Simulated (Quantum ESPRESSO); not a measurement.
Input and output of a self-consistent single point for YSi₃Ir (I4mm, 5 atoms in the cell) (Quantum ESPRESSO).

Computed with LDA (PZ), GBRV 1.5 ultrasoft (LDA) pseudopotentials (plane waves; Quantum ESPRESSO).

```yaml
crystal:
  lattice:
    - [2.13281, -2.13281, 4.99720]
    - [2.13281, 2.13281, 4.99720]
    - [-2.13281, -2.13281, 4.99720]
  atoms:
    - { symbol: Y, position: [0.00000, 0.99834, 0.99834] }
    - { symbol: Si, position: [0.00000, 0.41432, 0.41432] }
    - { symbol: Si, position: [0.50000, 0.76467, 0.26467] }
    - { symbol: Si, position: [0.50000, 0.26467, 0.76467] }
    - { symbol: Ir, position: [0.00000, 0.65201, 0.65201] }
```

Reference input (self-consistent single point, DFT, PBEsol, plane waves, GBRV 1.5 ultrasoft (PBESOL) pseudopotentials): ecutwfc = 40 Ry; ecutrho = 320 Ry; occupations = smearing; smearing = fd; degauss = 0.0073499 Ry; potentials = {Y: y_pbesol_v1.4.uspp.F.UPF, Si: si_pbesol_v1.uspp.F.UPF, Ir: ir_pbesol_v1.2.uspp.F.UPF}; K_POINTS = automatic 9 9 9 0 0 0; conv_thr = 1e-10 Ry. This run's input differs from it in these lines:

```diff
@@ -23,5 +23,5 @@
 ATOMIC_SPECIES
-Y     88.9058  y_pbesol_v1.4.uspp.F.UPF
-Si    28.0850  si_pbesol_v1.uspp.F.UPF
-Ir   192.2170  ir_pbesol_v1.2.uspp.F.UPF
+Y     88.9058  y_lda_v1.4.uspp.F.UPF
+Si    28.0850  si_lda_v1.uspp.F.UPF
+Ir   192.2170  ir_lda_v1.2.uspp.F.UPF
 ATOMIC_POSITIONS {crystal}
```

Output, abridged:

```
     Self-consistent Calculation

     iteration #  1     ecut=    40.00 Ry     beta= 0.70

     negative rho (up, down):  2.838E-01 0.000E+00

     total energy              =    -302.92421836 Ry
     estimated scf accuracy    <       1.57818205 Ry

     iteration #  2     ecut=    40.00 Ry     beta= 0.70

     negative rho (up, down):  3.107E-01 0.000E+00

     total energy              =    -303.15690407 Ry
     estimated scf accuracy    <       5.86744939 Ry

     iteration #  3     ecut=    40.00 Ry     beta= 0.70

     negative rho (up, down):  3.138E-01 0.000E+00

     total energy              =    -303.81845338 Ry
     estimated scf accuracy    <       0.14173787 Ry

   [... 9 blocks of this kind left out ...]

     iteration # 13     ecut=    40.00 Ry     beta= 0.70

     negative rho (up, down):  3.104E-01 0.000E+00

     total energy              =    -303.88526898 Ry
     estimated scf accuracy    <          2.6E-10 Ry

     iteration # 14     ecut=    40.00 Ry     beta= 0.70

     negative rho (up, down):  3.104E-01 0.000E+00
     End of self-consistent calculation

     the Fermi energy is    12.0414 ev

!    total energy              =    -303.88526898 Ry
     estimated scf accuracy    <          3.8E-12 Ry
     smearing contrib. (-TS)   =      -0.00342346 Ry
     internal energy E=F+TS    =    -303.88184551 Ry

     convergence has been achieved in  14 iterations

     negative rho (up, down):  3.104E-01 0.000E+00

     Forces acting on atoms (cartesian axes, Ry/au):

     atom    1 type  1   force =    -0.00000000    0.00000000   -0.00524891
     atom    2 type  2   force =     0.00000000    0.00000000    0.01454505
     atom    3 type  2   force =     0.00000000    0.00000000   -0.01212528
     atom    4 type  2   force =     0.00000000    0.00000000   -0.01212528
     atom    5 type  3   force =     0.00000000    0.00000000    0.01495442

     Total force =     0.027510     Total SCF correction =     0.000001

     negative rho (up, down):  3.104E-01 0.000E+00
          total   stress  (Ry/bohr**3)                   (kbar)     P=     -125.19
  -0.00081313   0.00000000   0.00000000         -119.62        0.00        0.00
  -0.00000000  -0.00081313   0.00000000           -0.00     -119.62        0.00
  -0.00000000  -0.00000000  -0.00092682           -0.00       -0.00     -136.34

   JOB DONE.
```

The run converged in 14 iterations. Against the reference run the pressure goes from -10.22 to -12.52 GPa and the largest force goes from 0.319 to 0.384 eV/Å.

The starting cell comes from a database of computed structures (which also holds hypothetical and non-ambient phases and stackings), without a prior relaxation at this level. Its lattice was rescaled by a random factor within 2.5 % of one. Spin polarisation is off. With a pressure of about -13 GPa the cell is away from its equilibrium volume at this level.

Cost on one core of a shared machine: roughly 3 min.
